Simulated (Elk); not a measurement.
Band structure of Nb3Sb (Pm-3n, 8 atoms in the cell).

```yaml
crystal:
  lattice:
    - [5.30247, 0.00000, 0.00000]
    - [0.00000, 5.30247, 0.00000]
    - [0.00000, 0.00000, 5.30247]
  atoms:
    - { symbol: Nb, position: [0.25000, 0.00000, 0.50000] }
    - { symbol: Nb, position: [0.75000, 0.00000, 0.50000] }
    - { symbol: Nb, position: [0.50000, 0.75000, 0.00000] }
    - { symbol: Nb, position: [0.50000, 0.25000, 0.00000] }
    - { symbol: Nb, position: [0.00000, 0.50000, 0.75000] }
    - { symbol: Nb, position: [0.00000, 0.50000, 0.25000] }
    - { symbol: Sb, position: [0.00000, 0.00000, 0.00000] }
    - { symbol: Sb, position: [0.50000, 0.50000, 0.50000] }
```

Computed with LDA (PW92), all-electron FP-LAPW, Elk's shipped species files, default APW+lo basis run with Elk.

Settings: swidth = 0.00367493 Ha; ngridk = 5 5 5; rmtscf = 0.9; maxscl = 100.

The starting cell comes from a database of computed structures (which also holds hypothetical and non-ambient phases and stackings), without a prior relaxation at this level. Its lattice was rescaled by a random factor within 2.5 % of one. Spin-orbit coupling is off. Spin polarisation is off. Values depend on the basis (sphere radii, cutoffs, local orbitals), which need not be converged.

Levels in eV from the Fermi level, bands 51 to 58:
| point | 51 | 52 | 53 | 54 | 55 | 56 | 57 | 58 |
|---|---|---|---|---|---|---|---|---|
| Γ | -0.86 | -0.86 | -0.28 | -0.28 | 0.68 | 2.13 | 2.13 | 2.13 |
| X | -1.11 | -1.11 | -0.67 | -0.67 | 1.24 | 1.24 | 1.90 | 1.90 |
| M | -0.28 | -0.02 | -0.02 | 0.24 | 0.34 | 0.34 | 0.43 | 0.47 |
| R | -0.31 | -0.31 | -0.17 | -0.17 | -0.17 | -0.17 | -0.17 | -0.17 |

Bands cross the Fermi level along this path, so the cell is metallic at this level.
